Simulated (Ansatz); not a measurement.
## The (100) surface of orthorhombic GeS in its 1x1 cell (cut with top plane Ge, bottom plane Ge), outermost plane spacing 0.28 Å in the ideal cut

These are PBE with D3(BJ) dispersion (plane waves to 420 eV, PAW; Ansatz, a first-principles code) values and carry that method's errors.

Set-up: 12 atoms, Ge6S6, 13.3 Å thick at the start; mesh 7x6x1; 0.025 eV smearing; dipole correction on; all atoms relaxed; symmetry of the start imposed; no spin, no spin-orbit, no U.

```
Property                                              Value
-----------------------------------  ----------------------
surface energy (mean of both faces)              18 meV/Å^2
surface energy before relaxation                  0.30 J/m²
energy released by relaxation                      0.012 eV
cost                                 roughly 9 core-minutes
```
